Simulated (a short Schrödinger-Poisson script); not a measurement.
Stack: gated Al0.2Ga0.8As/GaAs modulation-doped gas, at 300 K.

```tsv
layer	material	thickness (nm)	Nd (cm⁻³)	Na (cm⁻³)
1	Al0.2Ga0.8As	20	-	-
2	Al0.2Ga0.8As	10	5.4e17	-
3	Al0.2Ga0.8As	5	-	-
4	GaAs	6000	-	2e14
```

The device is made up for the run: typed textbook-type constants, with dimensions and the other settings drawn at random. Al0.2Ga0.8As: permittivity 12.33, conduction-band edge (eV) 0.158, gap (eV) 1.673, electron mass (mₑ) 0.0836, Nv at 300 K (cm⁻³) 9e18. GaAs: permittivity 12.9, conduction-band edge (eV) 0, gap (eV) 1.424, Nv at 300 K (cm⁻³) 9e18.

Channel valleys (confinement mass, in-plane density-of-states mass, number): Γ 0.067, 0.067, 1. At the gate the conduction-band edge of layer 1 lies 0.91 eV − eVg above the Fermi level of the channel; the field vanishes at the back. Donor level 0.05 eV below the band edge. The barrier under the gate holds no holes. Gaps are held at their typed values at every temperature. Mesh 0.08 nm at interfaces.

From a short Schrödinger-Poisson script (our own, NumPy): 1D Poisson equation in equilibrium, electrons quantum, Hartree (BenDaniel-Duke, 40 states a valley, the channel's in-plane mass for all, wave functions free to enter the barrier), parabolic valleys, classical holes, donors ionised by Fermi statistics, acceptors fully, no traps, pinning or gate leakage.

The same stack at other levels of the model or other numerical settings:

| run | sheet density of all electrons at Vg = 0.5 V (cm⁻²) | capacitance at Vg = 0.5 V (μF/cm²) | centroid of the channel electrons at Vg = 0.5 V (nm) | rough cost against the base |
|---|---|---|---|---|
| base | 2.73e10 | 0.0981 | 33.37 | about 1 |
| electrons treated as classical, Boltzmann | 2.87e10 | 0.103 | 31.17 | 0.04 |
| electrons treated as classical, Fermi-Dirac | 2.86e10 | 0.102 | 31.20 | 0.2 |
| electrons treated as quantum, Hartree plus LDA exchange-correlation | 2.86e10 | 0.102 | ___ | about 1 |
| mesh six times as coarse | 2.78e10 | 0.0987 | 34.12 | 0.2 |
| one subband a valley | ___ | 0.0658 | ___ | 0.2 |

What belongs in the gaps?


- one subband a valley, sheet density of all electrons at Vg = 0.5 V (cm⁻²): 1.30e10
- electrons treated as quantum, Hartree plus LDA exchange-correlation, centroid of the channel electrons at Vg = 0.5 V (nm): 32.65
- one subband a valley, centroid of the channel electrons at Vg = 0.5 V (nm): 18.26

The classical rows ignore confinement, and Boltzmann statistics overrate the density once the band edge passes the Fermi level.
